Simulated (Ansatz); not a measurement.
**Te: uniaxial strain ε_zz = +1.05 %**

Consider Te (space group P3_121, No. 152; a = 4.5211 Å, c = 5.9549 Å; made of chains). Axes: x lies along a and z along c of the hexagonal cell.

Perturbation: uniaxial strain ε_zz = +1.05 %, all other strain components held at zero; the atoms relax in the strained cell.

Calculations: PBE (Ansatz, a quantum-chemistry and plane-wave program; PAW; 420 eV plane waves; scalar-relativistic without spin-orbit coupling), earlier PAW set. Γ-centred 9×9×6 mesh, Fermi–Dirac width 0.05 eV.

| quantity | base | changed | shift |
|---|---|---|---|
| volume per atom | 35.14 Å³ | 35.51 Å³ | +0.37 Å³ |
| space group | P3_121 (No. 152) | P3_121 (No. 152) | – |
| energy relative to the base (free energy F) | 0 meV/atom | +0.7 meV/atom | +0.7 meV/atom |
| pressure (mean of the normal stresses, compression positive) | 0.00 GPa | -0.36 GPa | -0.36 GPa |
| band gap (uncertain: the edges found look like a band crossing or inverted bands; the changed cell) | 0.23 eV | 0.19 eV | -0.04 eV |
| largest internal atomic displacement | – | 0.010 Å | – |
| stress (xx, yy, zz, yz, xz, xy; compression positive) | – | (-0.20, -0.20, -0.66, 0.00, 0.00, 0.00) GPa | – |

Final structure:

```
Te
1.0
    4.52111     0.00000     0.00000
   -2.26056     3.91540     0.00000
    0.00000     0.00000     6.01744
Te
3
Direct
  0.26588   0.00000   0.33333
  0.00000   0.26588   0.66667
  0.73412   0.73412   0.00000
```

Spin-orbit coupling, missing from the scalar runs, can matter with Te. Stability against distortions was not tested. No dispersion term is included, though the crystal is made of layers, chains or molecules, so its spacings can come out too wide. The zero or small gap of Te can change with the level of theory.
